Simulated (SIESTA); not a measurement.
Short convergence ladders for TiMo3 (Imm2, 4 atoms in the cell)

```
TiMo3
1.0
   -1.57786     2.20389     4.46165
    1.57786    -2.20389     4.46165
    1.57786     2.20389    -4.46165
Ti Mo
1 3
Direct
  0.50560   0.00560   0.50000
  0.75659   0.75659   0.00000
  0.24341   0.24341   0.00000
  0.00000   0.50000   0.50000
```

Base method: GGA PBEsol, numerical atomic orbitals DZP, PseudoDojo PBEsol standard norm-conserving potentials (rewritten from UPF to PSML) (SIESTA).

Base settings: XC.functional = GGA; XC.authors = PBEsol; potentials = PseudoDojo PBEsol standard; PAO.BasisSize = DZP; PAO.EnergyShift = 0.005 Ry; MeshCutoff = 300 Ry; kgrid.MonkhorstPack = 5 5 5; OccupationFunction = MP; OccupationMPOrder = 0; ElectronicTemperature = 100 meV.

Core times come from one kind of shared machine, to one figure; runs under 30 s give none.

**The cutoff of the real-space grid**

The second cell is the first with its lattice scaled by 0.98.

The mesh stays at the base's, so the ladder's end is converged at best in this setting alone.

Only quantities that move along the ladder and can be compared are tabulated.

| MeshCutoff | free energy less the last step's (meV/atom) | energy of the compressed cell less the first (meV/atom) | pressure (GPa) | core time / last (rough) |
|---|---|---|---|---|
| 105 Ry (116 Ry used) | -34.43 | 45.77 | -2.61 | 0.2 |
| 135 Ry (135 Ry used) | -15.16 | 27.30 | -2.98 | 0.2 |
| 165 Ry (195 Ry used) | -3.65 | 23.27 | -3.20 | 0.3 |
| 210 Ry (244 Ry used) | -1.93 | 25.92 | -3.22 | 0.4 |
| 300 Ry (325 Ry used) | -0.83 | 25.82 | -3.26 | 0.5 |
| 525 Ry (585 Ry used) | 0.00 | 25.64 | -3.27 | 1 |

Coarsest MeshCutoff that holds the pressure within 0.1 GPa of the last step, with all finer ones: 165 Ry (195 Ry used), at about 0.3 of the last step's time; the step before is off by 0.29 GPa.

Coarsest MeshCutoff that holds the free energy within 5 meV/atom of the last step, with all finer ones: 165 Ry (195 Ry used), at about 0.3 of the last step's time; the step before is off by 15 meV/atom.

Coarsest MeshCutoff that holds the energy of the compressed cell less the first within 1 meV/atom of the last step, with all finer ones: 210 Ry (244 Ry used), at about 0.4 of the last step's time; the step before is off by 2.4 meV/atom.

The energy difference between the two cells stays within 1 meV/atom of the last step's from 210 Ry on, the total only from 300 Ry on: much of the error is common to both cells and cancels.

**The setting basis size**

Level: DFT, GGA PBEsol, numerical atomic orbitals TZDP, PseudoDojo PBEsol standard norm-conserving potentials (rewritten from UPF to PSML).

Moved along: PAO.BasisSize.

The second cell is the first with its lattice scaled by 0.98.

The mesh stays at the base's, so the ladder's end is converged at best in this setting alone.

The sets are ordered by size and need not be nested.

Only quantities that move along the ladder and can be compared are tabulated.

| basis (functions) | energy of the compressed cell less the first (meV/atom) | pressure (GPa) | largest difference of a force vector from the last step's (eV/Å) | core time / last (rough) |
|---|---|---|---|---|
| SZ (40) | 1.40 | -7.65 | 0.392 | – |
| SZP (52) | 53.07 | 1.00 | 0.104 | 0.5 |
| DZ (64) | 4.33 | -7.13 | 0.120 | 0.3 |
| DZP (76) | 25.82 | -3.26 | 0.039 | 0.7 |
| TZP (100) | 23.77 | -3.54 | 0.015 | 1 |
| TZDP (112) | 25.84 | -3.14 | 0.000 | 1 |

Coarsest basis (functions) that holds the forces within 0.02 eV/Å: not settled: the last two steps still differ by 0.015 eV/Å, over half the tolerance, so the ladder does not show it.

Coarsest basis (functions) that holds the pressure within 1 GPa of the last step, with all finer ones: DZP (76); the step before is off by 4.0 GPa.

Coarsest basis (functions) that holds the energy of the compressed cell less the first within 1 meV/atom: not settled: the last two steps still differ by 2.1 meV/atom, over half the tolerance, so the ladder does not show it.

On the base run: the starting cell comes from a database of computed structures (which also holds hypothetical and non-ambient phases and stackings), without a prior relaxation at this level. Its lattice was rescaled by up to half a per cent. One atom was moved a little off its site on purpose. Spin polarisation is off. Values carry the incompleteness of an atom-centred basis. In the base run, with a pressure of about -3 GPa the cell is away from its equilibrium volume at this level. Without a gap this mesh is coarse (it stands for a supercell whose shortest vector is 16 Å).
